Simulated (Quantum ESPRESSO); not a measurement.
Input and output of a self-consistent single point for CaPb₃ (P1, 4 atoms in the cell) (Quantum ESPRESSO).

Method: PBEsol, GBRV 1.5 ultrasoft (PBESOL) pseudopotentials (plane waves; Quantum ESPRESSO 7.5).

```
CELL_PARAMETERS angstrom
      4.89100     0.00000     0.00000
      0.00000     4.89100     0.00000
      0.00000     0.00000     4.89100
ATOMIC_POSITIONS crystal
  Ca 0.98981 0.00463 0.99533
  Pb 0.00293 0.48813 0.50501
  Pb 0.49314 0.01548 0.49427
  Pb 0.51412 0.49176 0.00539
```

Reference input (self-consistent single point, DFT, PBEsol, plane waves, GBRV 1.5 ultrasoft (PBESOL) pseudopotentials): ecutwfc = 40 Ry; ecutrho = 200 Ry; occupations = smearing; smearing = gauss; degauss = 0.0147 Ry; potentials = {Ca: ca_pbesol_v1.uspp.F.UPF, Pb: pb_pbesol_v1.uspp.F.UPF}; K_POINTS = automatic 5 5 5 0 0 0; conv_thr = 1e-09 Ry; mixing_beta = 0.4. This run's input differs from it in these lines:

```diff
@@ -36,3 +36,3 @@
 K_POINTS automatic
-5 5 5  0 0 0
+5 5 5  1 1 1
```

The program printed (abridged):

```
     Self-consistent Calculation

     iteration #  1     ecut=    40.00 Ry     beta= 0.40

---- Real-time Memory Report at c_bands before calling an iterative solver
           164 MiB given to the printing process from OS
           131 MiB allocation reported by mallinfo(arena+hblkhd)
------------------

     Threshold (ethr) on eigenvalues was too large:
     Diagonalizing with lowered threshold

---- Real-time Memory Report at c_bands before calling an iterative solver
           271 MiB given to the printing process from OS
           140 MiB allocation reported by mallinfo(arena+hblkhd)
------------------

   [... lines left out ...]
           280 MiB given to the printing process from OS
           149 MiB allocation reported by mallinfo(arena+hblkhd)
------------------

     negative rho (up, down):  4.986E-02 0.000E+00

     total energy              =    -566.62189085 Ry
     estimated scf accuracy    <          8.9E-09 Ry

     iteration #  9     ecut=    40.00 Ry     beta= 0.40

---- Real-time Memory Report at c_bands before calling an iterative solver
           281 MiB given to the printing process from OS
           150 MiB allocation reported by mallinfo(arena+hblkhd)
------------------

     negative rho (up, down):  4.986E-02 0.000E+00
     End of self-consistent calculation

     the Fermi energy is    10.8010 ev

!    total energy              =    -566.62189085 Ry
     estimated scf accuracy    <          7.9E-10 Ry
     smearing contrib. (-TS)   =      -0.00202752 Ry
     internal energy E=F+TS    =    -566.61986333 Ry

     convergence has been achieved in   9 iterations

     negative rho (up, down):  4.986E-02 0.000E+00

     Forces acting on atoms (cartesian axes, Ry/au):

     atom    1 type  1   force =     0.00789016   -0.00956966    0.00221147
     atom    2 type  2   force =     0.00057601    0.00846473   -0.00313059
     atom    3 type  2   force =     0.00065985   -0.00577158    0.00190419
     atom    4 type  2   force =    -0.00912601    0.00687652   -0.00098506

     Total force =     0.020234     Total SCF correction =     0.000044

     negative rho (up, down):  4.986E-02 0.000E+00
          total   stress  (Ry/bohr**3)                   (kbar)     P=       -7.92
  -0.00005430  -0.00000999  -0.00000174           -7.99       -1.47       -0.26
  -0.00000999  -0.00004991  -0.00000646           -1.47       -7.34       -0.95
  -0.00000174  -0.00000646  -0.00005735           -0.26       -0.95       -8.44

   JOB DONE.
```

The run converged in 9 iterations. Against the reference run the free energy falls by 49.1 meV/atom, the pressure goes from -0.35 to -0.79 GPa and the largest force hardly changes (0.332 to 0.324 eV/Å).

The starting cell comes from a database of published, mostly measured structures (it also holds non-ambient and calculated ones), without a prior relaxation at this level. Its atoms were displaced at random from the sites of space group no. 221.

Cost on one core of a shared machine: roughly 3 min.
